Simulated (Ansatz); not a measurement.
```cif
data_Au2Sn2
_chemical_formula_sum 'Sn2 Au2'
_space_group_name_H-M_alt 'P63/mmc'
_space_group_IT_number 194
_space_group_name_Hall '-P 6c 2c'
_cell_length_a 4.33619
_cell_length_b 4.33619
_cell_length_c 5.53277
_cell_angle_alpha 90.000
_cell_angle_beta 90.000
_cell_angle_gamma 120.000
loop_
_atom_site_label
_atom_site_type_symbol
_atom_site_symmetry_multiplicity
_atom_site_Wyckoff_symbol
_atom_site_fract_x
_atom_site_fract_y
_atom_site_fract_z
_atom_site_occupancy
Sn1 Sn 2 c 0.33333 0.66667 0.25000 1
Au1 Au 2 a 0.00000 0.00000 0.00000 1
```

AuSn (P6_3/mmc), PBEsol, DFPT electron-phonon coupling, linearised Boltzmann equation (plane waves, PAW, scalar-relativistic; Ansatz, a program for electronic structure): the phonon-limited resistivity at 300 K is 10.1 μΩ·cm (x, the basal plane), 10.1 μΩ·cm (y, the basal plane), 13.9 μΩ·cm (z, c). Third figures are kept for the arithmetic.

### Question
Bound the resistivity of a random, dense polycrystal without boundary scattering, and give the anisotropy.

### Answer
Largest over smallest: 1.38. Upper bound, grains in series: (10.1 + 10.1 + 13.9)/3 = 11.4 μΩ·cm. Lower bound, grains side by side: 3/Σ(1/ρ) = 11.1 μΩ·cm. The best single-crystal direction lies 9 % under the lower bound.

A metal at this level (no band gap). Only scattering by harmonic phonons is included (no impurities, grain boundaries, electron-electron scattering or thermal expansion). Spin-orbit coupling is left out, which matters with elements this heavy. The squared frequency of the phonon mode least converged on the k mesh is uncertain by about 27 %. Halving the electron mesh (24x24x16) moves the resistivity by up to 6 % at 300 K, the mean free path by up to 6 %. Smearing 0.20 eV; phonons on a 4x4x3 q mesh, which this run doesn't test.

Formula and space group known from diffraction (Crystallography Open Database), not checked to be the room-temperature form: AuSn (P6_3/mmc).
